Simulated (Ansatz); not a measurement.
The starting structures come from a database of crystals and need not be the phases stable at ambient conditions.

Where the default PAW files enter, the runs use the earlier of Ansatz's two default sets.

```
CELL_PARAMETERS angstrom
      3.37770     0.00000     0.00000
      0.00000     5.39653     0.00000
      0.00000     0.00000     4.42562
ATOMIC_POSITIONS crystal
  Fe 0.50000 0.50000 0.50000
  Fe 0.00000 0.00000 0.00000
  S  0.50000 0.87818 0.29959
  S  0.50000 0.12182 0.70041
  S  0.00000 0.62182 0.79959
  S  0.00000 0.37818 0.20041
```

Space group of this cell: Pnnm. The cell is taken as given; by PBEsol its mean pressure is -5.9 GPa.

Transport runs along the normal of the first two printed cell vectors.

No gap correction and no spin-orbit coupling; mid-gap is the computed energy nearest the middle.

Q: Estimate the band gap and the smallest decay constant κ at mid-gap that PBEsol in Ansatz (a program for electronic structure) returns for this system.

A: Gap 0.82 eV on a 10×6×8 mesh; κ = 0.145 1/Å, at the zone centre.
